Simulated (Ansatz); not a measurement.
H2O on the 1x1 (10-10) surface of wurtzite AlN (cut with top plane Al + N), one in a 2x1 cell, started at the site 'top Al #2'

Host crystal: wurtzite AlN, with a band gap (PBE, scalar-relativistic without spin-orbit coupling).

Method: PBE (plane waves to 420 eV, PAW; Ansatz, a program for electronic structure).

Model: 35-atom slab, 8.9 Å thick at the start under the adsorbate (thin: gaps and levels are the slab's own), 3x4x1 mesh, Fermi-Dirac 0.01 eV, dipole correction, 16 atoms held, the rest relaxed; no symmetry held; no spin, no spin-orbit, no U, no dispersion correction. At the end it is bonded to Al + N. In PBE it is, or lies within 0.03 eV of, the lowest of the starts that converged.

```json
{
 "energy of the end state, in which the adsorbate came apart, against H2O(g)": "-2.84 eV",
 "change_of_the_step_from_the_bottom_to_the_top_vacuum_level_against_the_clean_slab": "-0.16 eV",
 "energy_released_by_relaxation": "4.48 eV",
 "height of the binding atom over the mean of the host atoms within 0.3 Å of the top one": "1.688 Å",
 "largest_move_of_a_host_atom": "0.34 Å",
 "note": "in the relaxation the adsorbate left its starting site by 2.4 Å",
 "cost": "around 20 core-minutes (rough)"
}
```

A negative adsorption energy means that the adsorbate is more stable on the surface than in its reference.
